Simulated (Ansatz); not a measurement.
Results of PBE-D4 (Ansatz, a program for electronic structure, plane waves, PAW) for rock-salt NaH.

Run with plane-wave cutoff 520 eV, 12×12×12 k mesh, Fermi–Dirac smearing 0.01 eV, scalar-relativistic PAW data made under PBE.

A third-order Birch–Murnaghan fit to the energies gives V0 = 13.773 Å³/atom, B0 = 23.7 GPa, B′ = 3.9.

```csv
V (Å³/atom),P (GPa)
12.947,1.655
13.223,1.049
13.498,…
13.774,-0.001
14.049,-0.455
14.325,-0.864
14.600,…
```

Task: Estimate the withheld pressures from this fit; the answers are the runs' own values.

Result: 
- 13.498, P (GPa): 0.499
- 14.600, P (GPa): -1.229

The formula P = (3/2) B0 (x^(7/3) − x^(5/3)) [1 + (3/4)(B′ − 4)(x^(2/3) − 1)] with x = V0/V meets the computed pressures within 0.01 GPa when these rounded values are put in.

Measured, for comparison: bulk modulus 19.4 ± 2 GPa (room temperature, not corrected to a static lattice; as tabulated in High-pressure studies of NaH to 54 GPa); equilibrium volume per atom 14.46 Å³/atom (room temperature, not corrected to a static lattice; as tabulated in Thermodynamic Modeling of Hydrogen Storage Capacity in Mg-Na Alloys). Computed (rounded) less measured: bulk modulus +22 % (against room or unstated temperature, where such soft solids are markedly softer), equilibrium volume per atom -4.8 %.
